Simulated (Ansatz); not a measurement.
The parent structure is TiAl (space group P4/mmm, No. 123; a = 2.7662 Å, c = 4.0021 Å; relaxed with 0.1 eV smearing). Axes: x, y, z lie along a, b, c of the conventional cell.

Structures relaxed with Ansatz (a first-principles code), LDA, PAW, cutoff 420 eV, without spin-orbit coupling.

Base:

Simulated powder pattern, Cu Kα1, λ = 1.54056 Å (kinematic, ideal powder, no thermal factors, no anomalous dispersion; the 10 strongest lines at most, above 2 %, up to 2θ = 90°):

```csv
2θ (°),I/Imax (%),hkl
22.19,9.1,(001)
32.34,6.8,(100)
39.57,100,(101)
45.28,17,(002)
46.38,31,(110)
66.83,19,(112)
67.69,9.0,(200)
79.74,11,(103)
81.35,21,(211)
85.22,9.2,(202)
```

After one change:

Simulated powder pattern, Cu Kα1, λ = 1.54056 Å (kinematic, ideal powder, no thermal factors, no anomalous dispersion; the 10 strongest lines at most, above 2 %, up to 2θ = 90°):

| 2θ (°) | I/Imax (%) |
|---|---|
| 22.65 | 8.8 |
| 32.34 | 6.9 |
| 39.85 | 100 |
| 46.26 | 16 |
| 46.38 | 31 |
| 67.59 | 19 |
| 67.69 | 9.2 |
| 81.34 | 11 |
| 81.52 | 21 |
| 85.92 | 9.2 |

Task: Name the change that was made.
A) uniaxial strain ε_zz = −2.00 %
B) uniaxial strain ε_zz = +2.50 %
C) uniaxial strain ε_zz = +0.50 %
D) uniaxial strain ε_zz = −2.50 %

Result: A, uniaxial strain ε_zz = −2.00 %. Its volume per atom is 15.01 Å³ against 15.31 Å³, and its space group is P4/mmm (No. 123).

Whether these cells are dynamically stable was not tested. The final runs are not spin-polarised.
